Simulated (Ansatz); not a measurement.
Base system: BP (space group P4_2/mnm, No. 136; a = 5.5323 Å, c = 3.1873 Å; a hypothetical phase, not in the database extracts checked).

Computed with PBEsol (Ansatz, a program for electronic structure; PAW; 420 eV plane waves; no SOC).

For the base:

The gap between the host's bands is 0.27 eV and the gap character comes out as indirect, Γ → Γ–Z (62 % along).

Perturbation: 0.683 holes added to each cell, a density of 7.0×10^21 cm⁻³, with a uniform compensating background at fixed cell and a 300 K Fermi–Dirac width.

### Question
What happens to the gap between the host's bands?

### Answer
The gap between the host's bands increases by 0.17 eV to 0.44 eV.

### Question
Estimate the effect on the Fermi level from band edge.

### Answer
The Fermi level relative to the doped band's edge (positive inside the band; to 0.05 eV) amounts to +1.15 eV.

### Question
Predict the new gap character.

### Answer
The gap character remains indirect, Γ → Γ–Z (62 % along).

Carriers are added with a uniform compensating background; total energy and stress of such cells depend on the potential's zero and are not compared; many-body gap narrowing is missing at this level. Whether these cells are dynamically stable was not tested. The zero or small gap of BP can change with the level of theory.
